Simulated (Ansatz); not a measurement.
# AlAs: alloy series

Base system: AlAs in the zinc blende structure (space group F-43m, No. 216; a = 5.6743 Å).

The other end (x = 1) is GaAs in the zinc blende structure (space group F-43m, No. 216): 22.66 Å³/atom, gap 0.42 eV.

Ga replaces a fraction x of Al; each row is one arrangement (x, atoms in the cell, starting space group or random), fully relaxed.

Calculations: DFT with PBEsol, PAW potentials and a 420 eV plane-wave cutoff in Ansatz (a quantum-chemistry and plane-wave program), no spin-orbit coupling, earlier PAW set.

Candidates:
(a) x(Ga) = 0.75, 8 atoms, Amm2
(b) x(Ga) = 0.25, 8 atoms, P-4m2
(c) x(Ga) = 0.667, 6 atoms, Imm2

Before the change:

The band gap is 1.34 eV.

Q: Order them by band gap, lowest first.

A: (a) x(Ga) = 0.75, 8 atoms, Amm2 (0.65 eV), (c) x(Ga) = 0.667, 6 atoms, Imm2 (0.89 eV), (b) x(Ga) = 0.25, 8 atoms, P-4m2 (1.33 eV)

These are small ordered cells, not random alloys; other orderings at the same x differ. Stability against distortions was not tested.
